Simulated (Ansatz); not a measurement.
Defect calculation: Te on the As site in zinc-blende BAs

The numbers are results of PBE, PAW (plane waves to 420 eV; Ansatz, a first-principles code), not measurements. The supercell holds 64 host sites (2×2×2 repeats of the unit cell), with a 2×2×2 shifted k-point sampling for the final energies. Site at the start: the As site. Charged cells carry a point-charge image correction with potential alignment at far atoms. Dielectric constants: PBE linear response of the host. Host gap at this level: 1.20 eV. A cell of this size leaves errors of a few tenths of an eV. Levels are measured in PBE's own, too narrow, gap. Spin–orbit coupling is left out, which matters for these heavy elements. Each state is the lowest found from its start.

```csv
charge,moment (μB),largest move off a lattice site (Å),image correction with alignment (eV)
+1,not spin-polarised,0.15,0.35
0*,fractional,0.16,–
−1*,not spin-polarised,0.18,–
```

* At this level the carrier isn't localised at the defect: at charge 0 electrons occupy the conduction band; at charge −1 electrons occupy the conduction band. Such a state is shallow or no state of the defect, and this cell gives it no level.

No other site or start that was run ended lower by more than 0.1 eV.

Flagged in the runs: a doubtful potential alignment.
